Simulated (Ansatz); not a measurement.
System: polar-o HfO₂ (model structure). Method: PBE (plane waves, PAW; Ansatz, a quantum-chemistry and plane-wave program).

Run with plane-wave cutoff 500 eV, 6×6×6 k mesh, gaussian smearing 0.02 eV, scalar-relativistic PAW data made under PBE.

Cell (relaxed at this level):

HfO2 is modelled in the orthorhombic space group Pca2₁ (No. 29), Pearson symbol oP12. Lattice parameters: a = 5.294 Å, b = 5.069 Å, c = 5.101 Å, α = β = γ = 90.00°. Hf on 4a has 7 O at 2.045–2.279 Å. O1 on 4a is coordinated by 1 Hf at 2.045 Å and 2 Hf at 2.149–2.157 Å (trigonal planar). O2 on 4a sees 2 Hf at 2.131–2.143 Å and 2 Hf at 2.259–2.279 Å. (Neighbours: up to the widest gap in distance over summed covalent radii, below 1.35, at either atom; cation-cation and far metal-metal contacts left out.)

Task: Give the computed band gap.

Result: 
band gap: 4.38 eV (on the SCF k mesh)

Note: the relaxation could raise the start's symmetry but not lower it, so the cell can be a saddle point.

Spin–orbit coupling is not included.

The computed numbers hold no vibrational or temperature effects.

A model structure was made by putting elements into a prototype or built by hand; it is no filed structure, need not be a known phase, and can be a saddle point held by its symmetry.
